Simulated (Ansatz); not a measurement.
**Y in the hcp (Mg type) structure (space group P6_3/mmc, No. 194)**

```cif
data_Y2
_chemical_formula_sum 'Y2'
_space_group_name_H-M_alt 'P63/mmc'
_space_group_IT_number 194
_space_group_name_Hall '-P 6c 2c'
_cell_length_a 3.59943
_cell_length_b 3.59943
_cell_length_c 5.58709
_cell_angle_alpha 90.000
_cell_angle_beta 90.000
_cell_angle_gamma 120.000
loop_
_atom_site_label
_atom_site_type_symbol
_atom_site_symmetry_multiplicity
_atom_site_Wyckoff_symbol
_atom_site_fract_x
_atom_site_fract_y
_atom_site_fract_z
_atom_site_occupancy
Y1 Y 2 d 0.66667 0.33333 0.25000 1
```

The values are results of DFT with PBEsol, PAW potentials and a 420 eV plane-wave cutoff in Ansatz (a first-principles code), no spin-orbit coupling, not measurements. Γ-centred 15×15×9 mesh, Fermi–Dirac width 0.05 eV.

- Volume per atom = 31.34 Å³
- Density = 4.71 g/cm³
- Band gap = zero
- Total energy = -3795.071 eV/atom (σ→0; compares only within this code and set-up)

No phonon test of stability was made. The final runs are not spin-polarised.
